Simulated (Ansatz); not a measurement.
A self-consistent single point of Cu3AsSe4 (Fmm2, 8 atoms in the cell) with Ansatz (an electronic-structure program).

Level of theory: PBEsol, default PAW files made with PBE (plane waves; Ansatz).

```
Cu3AsSe4
1.0
   -2.77140     2.77140     5.50851
    2.77140    -2.77140     5.50851
    2.77140     2.77140    -5.50851
Cu As Se
3 1 4
Direct
  0.25000   0.75000   0.50000
  0.75000   0.25000   0.50000
  0.50454   0.50454   0.00000
  0.00000   0.00000   0.00000
  0.87509   0.38261   0.00000
  0.61739   0.61739   0.49248
  0.38261   0.87509   0.00000
  0.12491   0.12491   0.50752
```

Reference input (self-consistent single point, DFT, PBEsol, plane waves, default PAW files made with PBE): basis.ecutwfc = 30.9 Ry; kpoints.mp_grid.grid = 4 4 4; hamiltonian.xc = pbesol; hamiltonian.pseudopotentials = {kind: paw} (the program's default PAW files); scf.occupations.method = fermi_dirac; scf.occupations.width = 0.0073 Ry. This run's input differs from it in these lines:

Ansatz 0.2 input:
```diff
@@ -18,3 +18,3 @@
 kpoints:
-  mp_grid: { grid: [4, 4, 4] }
+  mp_grid: { grid: [7, 7, 7] }
 hamiltonian:
@@ -23,3 +23,3 @@
 scf:
-  occupations: { method: fermi_dirac, width: 0.0073 Ry }
+  occupations: { method: cold, width: 0.022 Ry }
 output:
```

Log, with long lists cut:

```
SCF iter   1: F=—  HF=-46277.160283 eV  |F-HF|=—  |Δ(HF+E_count)|=         —  Δρ=1.14e-2  dr2=1.40e-1  ethr=1.77e-3  ⟨swp⟩=5.2  Hψ=17910  notcnv=0
all-band conjugate gradients solve this SCF's bands
preconditioner: auto → LDOS
SCF iter   2: F=—  HF=-46277.186727 eV  |F-HF|=—  |Δ(HF+E_count)|=   2.64e-2  S|Δr|=    0.00e0  Δρ=1.42e-2  dr2=1.92e-1  ethr=1.03e-4  ⟨swp⟩=2.0  Hψ=10474  notcnv=0  defer=3
   [... lines left out ...]
SCF iter   6: F=—  HF=-46277.135208 eV  |F-HF|=—  |Δ(HF+E_count)|=   7.49e-5  S|Δr|=    0.00e0  Δρ=2.57e-5  dr2=5.40e-7  ethr=2.23e-8  ⟨swp⟩=2.0  Hψ=8978  notcnv=0
SCF iter   7: F=—  HF=-46277.135208 eV  |F-HF|=—  |Δ(HF+E_count)|=   4.56e-8  S|Δr|=    0.00e0  Δρ=1.29e-5  dr2=1.67e-7  ethr=7.35e-11  ⟨swp⟩=9.8  Hψ=27021  notcnv=0
SCF iter   8: F=-46277.135208 eV  HF=-46277.135208 eV  |F-HF|=1.62e-8  |Δ(HF+E_count)|=   3.03e-9  S|Δr|=    0.00e0  Δρ=4.04e-6  dr2=1.85e-8  ethr=7.35e-11  ⟨swp⟩=4.0  Hψ=16896  notcnv=0
SCF 1 converged in 8 iterations: F = -46277.135208 eV  dr2 = 1.85e-8
Stability not checked (fill_not_monotonic)
Free energy (F): -46277.135208 eV
Internal energy: -46277.188682 eV  (E = F + TS)
E sigma→0 (E₀):  -46277.153032 eV
Entropy (-TS):   0.053474 eV (6.684 meV/atom)
Fermi energy:    9.283388 eV
--- Forces (eV/Å), atoms counted from 1 ---
  atom   1  Cu     0.00000000     0.00000000     0.01280696
  atom   2  Cu    -0.00000000    -0.00000000     0.01280696
  atom   3  Cu    -0.00000000    -0.00000000    -0.23263231
  atom   4  As    -0.00000000    -0.00000000    -0.07039948
   [... lines left out ...]
  atom   8  Se     0.17968526     0.17968526    -0.08234163
--- Stress (GPa, compression-positive) ---
       -0.580403      -0.239792       0.000000
       -0.239792      -0.580403      -0.000000
        0.000000      -0.000000      -0.618245
  P = ⅓ Tr σ = -0.5930 GPa (-5.930 kbar)
  The stress holds the Pulay correction. Without it, at fixed plane waves, as pw.x and ABINIT print it: P = -0.6304 GPa
```

The run converged in 8 iterations. Against the reference run the free energy goes up by 6.4 meV/atom, the pressure goes from -0.41 to -0.59 GPa and the largest force moves little (0.279 to 0.277 eV/Å).

The starting cell comes from a database of computed structures (which also holds hypothetical and non-ambient phases and stackings), without a prior relaxation at this level. Its lattice was rescaled by up to half a per cent. One atom was moved a little off its site on purpose. Spin polarisation is off. Ansatz's pressure includes its estimate of the finite-basis (Pulay) stress. The run gives no clean gap (levels at the Fermi energy touch, overlap or are partly filled at this smearing), which alone does not show that the compound is a metal.

Cost on one core of a shared machine: roughly 80 s.
